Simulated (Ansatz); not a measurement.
The reference is GaN in the wurtzite structure (space group P6_3mc, No. 186).

```yaml
crystal:
  lattice:
    - [3.18330, 0.00000, 0.00000]
    - [-1.59165, 2.75682, 0.00000]
    - [0.00000, 0.00000, 5.18388]
  atoms:
    - { symbol: Ga, position: [0.66667, 0.33333, 0.00099] }
    - { symbol: Ga, position: [0.33333, 0.66667, 0.50099] }
    - { symbol: N, position: [0.66667, 0.33333, 0.62421] }
    - { symbol: N, position: [0.33333, 0.66667, 0.12421] }
```

Level of theory: Ansatz (a program for electronic structure) r2SCAN, no SOC, earlier PAW set.

Base values:

The valence-band top at Γ is 0.00, 0.00, -0.04 eV. The band gap comes out as 2.35 eV and the width of the top valence band is 2.85 eV.

Now apply this change: the cell is scaled by 1.0567 in all directions, atoms relaxed at fixed cell.

Task: What happens to the valence-band top at Γ?

Result: The valence-band top at Γ (three highest levels, from the VBM) goes from 0.00, 0.00, -0.04 eV to 0.00, 0.00, -0.01 eV.

Task: How does this affect the band gap?

Result: The band gap drops by 1.14 eV, from 2.35 eV to 1.21 eV.

Task: What happens to the width of the top valence band?

Result: The width of the top valence band drops by 0.52 eV (2.85 eV → 2.33 eV).

The cells carry an imposed strain or load. No phonon test of stability was made.
